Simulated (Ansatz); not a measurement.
## (Au,Pt): AuPt$_{3}$

A 32-atom cell of (Au,Pt) started in the face-centred cubic structure, site fractions Au 0.250, Pt 0.750, short-range order 0.00 among the nearest mixed sites of the first mixed sublattice (0 is random, a negative value favours unlike neighbours), space group P1 at the end.

Level of theory: PBE (plane waves to 420 eV, PAW; Ansatz, an electronic-structure program). Scalar-relativistic, without spin–orbit coupling. Its k-point mesh 5×5×5, Fermi–Dirac width 0.05 eV.

```
Quantity                                                                                          Result
---------------------------------------------------------  ---------------------------------------------
volume per atom                                                                                 16.17 Å³
Pt–Pt bonds (within 1.22 times the sum of covalent radii)  2.827 Å on average, from 2.771 to 2.894 (108)
Au–Pt bonds (within 1.22 times the sum of covalent radii)   2.855 Å on average, from 2.812 to 2.913 (72)
Au–Au bonds (within 1.22 times the sum of covalent radii)   2.848 Å on average, from 2.836 to 2.863 (12)
```

```
CELL_PARAMETERS angstrom
     -0.00217     0.00261     8.01597
      8.03798    -0.00407    -0.00218
     -0.00407     8.03283     0.00261
ATOMIC_POSITIONS crystal
  Au 0.99956 0.49866 0.00061
  Pt 0.00164 0.75252 0.25219
  Pt 0.24959 0.74421 0.00496
  Au 0.00061 0.99965 0.00106
  Pt 0.00205 0.24690 0.25437
  Pt 0.00147 0.50033 0.50054
  Pt 0.00000 0.74443 0.74628
  Pt 0.25530 0.25566 0.00472
  Pt 0.25137 0.49994 0.25278
  Pt 0.24791 0.74799 0.49613
  Pt 0.49906 0.50015 0.99979
  Pt 0.49867 0.75070 0.25256
  Pt 0.75017 0.74729 0.00271
  Pt 0.00006 0.99904 0.49652
  Au 0.00000 0.25103 0.74886
  Pt 0.24969 0.99996 0.25204
  Pt 0.25229 0.25199 0.49660
  Pt 0.25124 0.50040 0.74898
  Au 0.49900 0.99965 0.00138
  Pt 0.49870 0.24900 0.25168
  Pt 0.49924 0.49966 0.49939
  Au 0.49968 0.74927 0.74812
  Pt 0.74426 0.25250 0.00233
  Au 0.75009 0.49966 0.25171
  Pt 0.75216 0.75074 0.49735
  Au 0.24995 0.00007 0.74833
  Pt 0.50010 0.00168 0.49488
  Pt 0.49974 0.25706 0.74774
  Pt 0.75056 0.00007 0.25140
  Pt 0.74790 0.24925 0.49781
  Pt 0.74806 0.50052 0.74732
  Au 0.74991 0.00002 0.74886
```
